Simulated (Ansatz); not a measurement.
Relaxation of the outer planes of the (0001) surface of hcp Mg in its 1x1 cell, outermost plane spacing 2.59 Å in the ideal cut.

The numbers are results of PBE (plane waves to 420 eV, PAW; Ansatz, a program for electronic structure), not measurements.

Model: 7-atom slab, 15.5 Å thick at the start, 13x13x1 mesh, Fermi-Dirac 0.1 eV, dipole correction, all atoms relaxed; held to the start's symmetry, so lower structures may exist; no spin, no spin-orbit, no U.

```json
[
 {"plane": "1", "atoms": "Mg", "bulk spacing to the next (Å)": "2.590", "relaxed spacing (Å)": "2.637", "change (%)": "1.8", "rumpling (Å)": "0.00"},
 {"plane": "2", "atoms": "Mg", "bulk spacing to the next (Å)": "2.590", "relaxed spacing (Å)": "2.614", "change (%)": "1.0", "rumpling (Å)": "0.00"}
]
```
